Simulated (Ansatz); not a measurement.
Take HfS2 in the CdI2 type structure (space group P-3m1, No. 164; a = 3.6057 Å, c = 5.7676 Å; layered, stacked along the Cartesian z axis) as the base. Axes: x lies along a and z along c of the hexagonal cell.

Method: Kohn–Sham DFT with the PBE-D3(BJ) functional, run in Ansatz (a program for electronic structure) with PAW and 420 eV plane waves, spin-orbit coupling left out.

The change: the cell is compressed by 1.00 % along z with no lateral relaxation, atoms relaxed at fixed cell.

Problem. Predict the stress tensor and what it implies for the stiffness.

Solution. Stress of the strained cell less that of the base (GPa, compression positive):
```
   0.10    0.00    0.00
   0.00    0.10    0.00
   0.00    0.00    0.49
```

Then −Δσ_ii/ε with ε = -0.0100 gives relaxed-ion elastic constants: C33 ≈ 49 GPa.

Whether these cells are dynamically stable was not tested.
